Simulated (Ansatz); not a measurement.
Data:

```yaml
crystal:
  lattice:
    - [3.33806, 0.00000, 0.00000]
    - [1.66903, 2.89084, 0.00000]
    - [0.00000, 0.00000, 12.70003]
  atoms:
    - { symbol: W, position: [0.66667, 0.66667, 0.75000] }
    - { symbol: W, position: [0.33333, 0.33333, 0.25000] }
    - { symbol: Se, position: [0.66667, 0.66667, 0.38090] }
    - { symbol: Se, position: [0.33333, 0.33333, 0.88090] }
    - { symbol: Se, position: [0.33333, 0.33333, 0.61910] }
    - { symbol: Se, position: [0.66667, 0.66667, 0.11910] }
```

No spin polarisation.

Level of theory: PBE-D3(BJ) (Ansatz, a quantum-chemistry and plane-wave program; PAW; 420 eV plane waves; spin-orbit coupling left out). Settings: 12×12×3 k-points, 0.05 eV Fermi–Dirac smearing.

Task: Predict the smallest direct gap, pressure, band gap and space group.

Result: Smallest direct gap: 1.35 eV
Pressure (mean of the normal stresses, compression positive): -2.62 GPa
Band gap: 0.86 eV
Space group: P6_3/mmc (No. 194)

Spin-orbit coupling, missing from the scalar runs, can matter with W. The cells carry an imposed strain or load. Whether these cells are dynamically stable was not tested. The cell was made from WSe$_{2}$ (space group P6_3/mmc, No. 194; layered, stacked along the Cartesian z axis) by this change: biaxial strain +1.80 %, plane normal [001], relaxed out of plane.
